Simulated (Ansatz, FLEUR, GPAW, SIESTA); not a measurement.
## One structure in several programs: NbCo₂ (Fd-3m, 6 atoms in the cell)

Self-consistent single point.

```
CELL_PARAMETERS angstrom
      0.00000     3.39584     3.39584
      3.39584     0.00000     3.39584
      3.39584     3.39584     0.00000
ATOMIC_POSITIONS crystal
  Nb 0.50000 0.50000 0.50000
  Nb 0.75000 0.75000 0.75000
  Co 0.12500 0.12500 0.12500
  Co 0.62500 0.12500 0.12500
  Co 0.12500 0.12500 0.62500
  Co 0.12500 0.62500 0.12500
```
Moments meant for the start (each program seeds them in its own way; μB, in the order of the atoms Nb Nb Co Co Co Co): 1.0 1.0 3.0 3.0 3.0 3.0.

All programs got the same cell, k-point mesh and kind of occupations, and the same starting moments (in Ansatz's words: kpoints.mp_grid.grid = 7 7 7; magnetization.spin_polarized = true; scf.occupations.method = fermi_dirac; scf.occupations.width = 0.1 eV); potentials, basis and cutoffs are each program's usual ones.

```json
[
 {"code": "SIESTA", "model": "GGA PBEsol, numerical atomic orbitals TZP, PseudoDojo PBEsol standard norm-conserving potentials (rewritten from UPF to PSML)", "pressure (GPa)": "-18.91", "size of the net moment (μB/atom)": "0.16", "k-points": "172", "cutoff": "grid 350 Ry"},
 {"code": "Ansatz", "model": "PBEsol, PAW files made with PBE", "pressure (GPa)": "-14.34", "size of the net moment (μB/atom)": "0.00", "k-points": "20", "cutoff": "420 eV"},
 {"code": "GPAW", "model": "PBEsol, GPAW PAW datasets PBEsol (made by gpaw-setup)", "pressure (GPa)": "-13.93", "size of the net moment (μB/atom)": "0.02", "k-points": "20", "cutoff": "850 eV"},
 {"code": "FLEUR", "model": "PBEsol, all-electron FLAPW (FLEUR), scalar-relativistic valence", "pressure (GPa)": "–", "size of the net moment (μB/atom)": "0.00", "k-points": "20", "cutoff": "Kmax 3.9 1/bohr"}
]
```

A dash marks a value that a program does not give, or that is left out as unsure.

The net moments differ, which can mean other magnetic states; other values may part for that reason too.

The spread over the programs that give each value: pressure within 4.98 GPa; size of the net moment within 0.16 μB/atom.

The starting cell comes from a database of computed structures (which also holds hypothetical and non-ambient phases and stackings), without a prior relaxation at this level. On Ansatz's run: The starting moments vanished: the run ended non-magnetic, which need not be the lowest state. The program warned that a starting moment was not kept. In the base run, with a pressure of about -14 GPa the cell is away from its equilibrium volume at this level.

**Question.** Why do the programs differ, and what cannot be compared?

**Answer.** Differences of this kind can come from the potentials, where these differ, and from what each basis and cutoff leave unconverged. The valence holds different numbers of electrons (SIESTA 94, Ansatz (an electronic-structure program) 94, GPAW 62, FLEUR 86). The zero of total energies and Fermi levels follows the potentials and each program's conventions, so they are not compared here. SIESTA uses small atom-centred bases, whose incompleteness enters pressures, forces and empty levels differently from a plane-wave cutoff. FLEUR treats all electrons, but the usual bases taken here (sphere radii, linearisation, local orbitals, empty states) were not tested for convergence, so the values are no reference for the others. Ansatz's pressure is given at a fixed set of plane waves, as the other plane-wave codes print theirs; with its correction for the finite basis it is -14.26 GPa. Site moments depend on each program's spheres or projections; the total moment of the cell does not. The programs reduce the same mesh by symmetry to different extents, which changes the work and not the result. In the pressure, SIESTA (by 4.77) lies more than 1 GPa from the median of the plane-wave programs.

Left out of this page: Quantum ESPRESSO, ABINIT and Elk (stopped by limits of time or memory).

Keys are those of Ansatz 0.2.
